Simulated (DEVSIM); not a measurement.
System: illuminated Si p-on-n cell, one wavelength, at 300 K.

Layer 1 from the left is Si, thickness (μm) 0.280, Na (cm⁻³) 2.4e18, τn (s) 2.1e-9, τp (s) 3.1e-7, absorption coefficient (cm⁻¹) 2800. Layer 2 from the left is Si, thickness (μm) 140, Nd (cm⁻³) 4e16, τn (s) 3.8e-7, τp (s) 3.8e-7, absorption coefficient (cm⁻¹) 2800.

Left contact: ohmic, minority electron recombination velocity 2e6 cm/s. Right contact: ohmic, minority hole recombination velocity 2000 cm/s. Voltage is applied to the left contact. Recombination: SRH at mid-gap, radiative, Auger. Light enters at the left, 2.2e18 photons cm⁻² s⁻¹, one pass, no reflection. Mobility is μmin + (μ − μmin)/(1 + (N/Nref)^α).

This is a model device: material constants are rounded textbook-type values typed into the input, and sizes, dopings and lifetimes were drawn at random. Values at 300 K.

Si: gap (eV) 1.124, affinity (eV) 4.05, permittivity 11.7, Nc (cm⁻³) 2.86e19, Nv (cm⁻³) 3.1e19, μn (cm²/Vs) 1417, μp (cm²/Vs) 470, μn,min 52, μp,min 45, Nref,n 9.7e16, Nref,p 2.2e17, αn 0.68, αp 0.72, B (cm³/s) 4.7e-15, Cn (cm⁶/s) 2.8e-31, Cp (cm⁶/s) 9.9e-32.

Model (solved in DEVSIM): 1D drift-diffusion, Boltzmann statistics, complete ionisation; no tunnelling, impact ionisation, image-force lowering or self-heating.

**Question.** What does the simulation give for the open-circuit voltage, the share of generated pairs collected at short circuit, the potential step across the device at zero bias?

**Answer.** open-circuit voltage 0.649 V; share of generated pairs collected at short circuit 0.826; potential step across the device at zero bias 0.888 V.
